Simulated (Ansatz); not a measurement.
**A computed series for hypothetical CsCl type BiSb: response to strain**

The reference is BiSb in the CsCl type structure (space group Pm-3m, No. 221; a = 3.894 Å; a hypothetical phase, not in the database extracts checked; relaxed with 0.1 eV smearing). Axes: x, y, z lie along the cube axes.

Strains are applied to the cell and any free atomic positions relax; under biaxial strain the out-of-plane vector relaxes too.

All numbers come from PBE (Ansatz, a program for electronic structure, PAW, spin-orbit coupling left out).

Candidates:
(a) isotropic strain +1.30 %
(b) biaxial strain −3.06 %, plane normal [001], relaxed out of plane
(c) biaxial strain −1.91 %, plane normal [111], relaxed out of plane

Notes on the quantities. energy relative to the base: free energy F.

Problem. Order them by energy relative to the base, lowest first.

Solution. (c) biaxial strain −1.91 %, plane normal [111], relaxed out of plane (+5.5 meV/atom), (a) isotropic strain +1.30 % (+7.5 meV/atom), (b) biaxial strain −3.06 %, plane normal [001], relaxed out of plane (+9.2 meV/atom)

Stability against distortions was not tested. All final runs are without spin polarisation.
